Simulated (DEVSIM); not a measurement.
Structure: Ge p-i-n diode, at 450 K.

```
layer (left to right)  material  thickness (μm)  Nd (cm⁻³)  Na (cm⁻³)  τn (s)  τp (s)
---------------------  --------  --------------  ---------  ---------  ------  ------
1                            Ge           0.840          -       2e18  6.1e-5  6.1e-5
2                            Ge            7.50       1e13          -  6.1e-5  6.1e-5
3                            Ge           0.590     4.3e17          -  6.1e-5  6.1e-5
```

Left contact: ohmic. Right contact: ohmic. Voltage is applied to the left contact. Recombination: SRH at mid-gap. Mobility is constant in doping.

Constants are typed, rounded textbook-type inputs, not results; the design itself was drawn at random and stands for no fabricated device. Values at 300 K; Nc and Nv go as T^1.5, mobilities as T to minus their exponent, the gap by Varshni's rule with the affinity fixed.

```
parameter               Ge
----------------  --------
gap (eV)             0.664
affinity (eV)            4
permittivity            16
Nc (cm⁻³)          1.04e19
Nv (cm⁻³)             6e18
μn (cm²/Vs)           3900
μp (cm²/Vs)           1900
T exponent of μn      1.66
T exponent of μp      2.33
Varshni α (eV/K)  0.000477
Varshni β (K)          235
```

Model (solved in DEVSIM): 1D drift-diffusion, Boltzmann statistics, complete ionisation; no tunnelling, impact ionisation, image-force lowering or self-heating.

Question: Tabulate band edges, carrier densities and field at zero bias.

Answer: Energies count from the Fermi level of the right contact; mesh points crowd at the junctions.

| x (μm) | Ec (eV) | Ev (eV) | n (cm⁻³) | p (cm⁻³) | field (V/cm) |
|---|---|---|---|---|---|
| 0.000 | 0.537 | -0.066 | 1.8e13 | 2.0e18 | ≈ 0 |
| 0.03626 | 0.537 | -0.066 | 1.8e13 | 2.0e18 | ≈ 0 |
| 0.1240 | 0.537 | -0.066 | 1.8e13 | 2.0e18 | ≈ 0 |
| 0.3507 | 0.537 | -0.066 | 1.8e13 | 2.0e18 | ≈ 0 |
| 0.7015 | 0.537 | -0.066 | 1.8e13 | 2.0e18 | ≈ 0 |
| 0.7978 | 0.537 | -0.066 | 1.8e13 | 2.0e18 | ≈ 0 |
| 0.8375 | 0.513 | -0.090 | 3.4e13 | 1.1e18 | -52000 |
| 0.8911 | 0.363 | -0.240 | 1.6e15 | 2.3e16 | -10000 |
| 1.007 | 0.318 | -0.285 | 5.3e15 | 7.0e15 | -1100 |
| 1.302 | 0.312 | -0.291 | 6.1e15 | 6.1e15 | ≈ 0 |
| 2.102 | 0.312 | -0.291 | 6.1e15 | 6.1e15 | ≈ 0 |
| 5.155 | 0.312 | -0.291 | 6.1e15 | 6.1e15 | ≈ 0 |
| 7.101 | 0.312 | -0.291 | 6.1e15 | 6.1e15 | ≈ 0 |
| 7.867 | 0.312 | -0.291 | 6.1e15 | 6.1e15 | ≈ 0 |
| 8.223 | 0.301 | -0.303 | 8.2e15 | 4.5e15 | -2200 |
| 8.309 | 0.251 | -0.352 | 3.0e16 | 1.3e15 | -13000 |
| 8.342 | 0.177 | -0.426 | 2.0e17 | 1.9e14 | -30000 |
| 8.383 | 0.147 | -0.456 | 4.3e17 | 8.7e13 | -390 |
| 8.535 | 0.147 | -0.456 | 4.3e17 | 8.6e13 | ≈ 0 |
| 8.759 | 0.147 | -0.456 | 4.3e17 | 8.6e13 | ≈ 0 |
| 8.873 | 0.147 | -0.456 | 4.3e17 | 8.6e13 | ≈ 0 |
| 8.930 | 0.147 | -0.456 | 4.3e17 | 8.6e13 | ≈ 0 |
